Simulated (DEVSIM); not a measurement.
System: abrupt Si n-p junction, at 300 K.

Layer 1 from the left is Si, thickness (μm) 69.0, Nd (cm⁻³) 5.5e15, τn (s) 0.00018, τp (s) 0.00018. Layer 2 from the left is Si, thickness (μm) 28.0, Na (cm⁻³) 1.1e14, τn (s) 0.00018, τp (s) 0.00018.

Left contact: ohmic. Right contact: ohmic. Voltage is applied to the left contact. Recombination: SRH at mid-gap, Auger. Mobility is μmin + (μ − μmin)/(1 + (N/Nref)^α).

This is a model device: material constants are rounded textbook-type values typed into the input, and sizes, dopings and lifetimes were drawn at random. Values at 300 K.

Si: gap (eV) 1.124, affinity (eV) 4.05, permittivity 11.7, Nc (cm⁻³) 2.86e19, Nv (cm⁻³) 3.1e19, μn (cm²/Vs) 1417, μp (cm²/Vs) 470, μn,min 52, μp,min 45, Nref,n 9.7e16, Nref,p 2.2e17, αn 0.68, αp 0.72, Cn (cm⁶/s) 2.8e-31, Cp (cm⁶/s) 9.9e-32.

**Question.** Estimate by hand the built-in potential, the peak field at zero bias, the capacitance at 0.6 V, and compare with a numerical solution.

**Answer.** 
- Built-in potential: ni = √(Nc Nv) exp(−Eg/2kT) = 1.08e10 cm⁻³ with Eg = 1.124 eV; Vbi = kT/q ln(Na Nd/ni²) = 0.578 V; numerical 0.578 V.
- Peak field at zero bias: depletion approximation: W = √(2εVbi/(qN)) = 2.63 μm with N = 1.08e14 cm⁻³; field = 2Vbi/W = 4390 V/cm; numerical 5330 V/cm (estimate below by 18 %).
- Capacitance at 0.6 V: C = √(qεN / 2(Vbi + |V|)) = 2.76 nF/cm²; numerical 2.83 nF/cm² (estimate below by 2.7 %).

Simulated with DEVSIM: 1D drift-diffusion, Boltzmann statistics, complete ionisation; no tunnelling, impact ionisation, image-force lowering or self-heating.
